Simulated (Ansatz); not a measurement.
The parent structure is ZnSe in the zinc blende structure (space group F-43m, No. 216; a = 5.568 Å).

Computed with Ansatz (a program for electronic structure) LDA, scalar-relativistic without spin-orbit coupling.

Strains are applied to the cell and any free atomic positions relax.

One change was made to it. Results:

```json
[
 {"quantity": "electron mass", "base": "0.090 mₑ (at Γ)", "after": "0.084 mₑ (at Γ)"},
 {"quantity": "valley order (the lowest conduction-band minima on the path, energy above the VBM, named in the base's zone)", "base": "Γ 1.25 eV; L along ⟨111⟩ 2.45 eV; X along ⟨100⟩ 2.69 eV", "after": "Γ 1.13 eV; L along ⟨111⟩ 2.40 eV; X along ⟨100⟩ 2.76 eV"},
 {"quantity": "energy relative to the base (free energy F)", "base": "0 meV/atom", "after": "+4.2 meV/atom"}
]
```

**Question.** Which of these changes matches the shifts?
A. isotropic strain +1.00 %
B. isotropic strain −1.50 %
C. isotropic strain −2.00 %
D. isotropic strain −2.50 %
E. isotropic strain +0.50 %

**Answer.** A, isotropic strain +1.00 %. For comparison, the valley order in the other runs: isotropic strain +0.50 % gives Γ 1.19 eV; L along ⟨111⟩ 2.42 eV; X along ⟨100⟩ 2.73 eV; isotropic strain −1.50 % gives Γ 1.44 eV; L along ⟨111⟩ 2.53 eV; X along ⟨100⟩ 2.58 eV; isotropic strain −2.50 % gives Γ 1.58 eV; X along ⟨100⟩ 2.50 eV; L along ⟨111⟩ 2.58 eV; isotropic strain −2.00 % gives Γ 1.51 eV; X along ⟨100⟩ 2.54 eV; L along ⟨111⟩ 2.55 eV.

The levels and masses belong to the bands next to the band gap. Masses are band curvatures over ±0.01 Å⁻¹ around the edge. Stability against distortions was not tested.
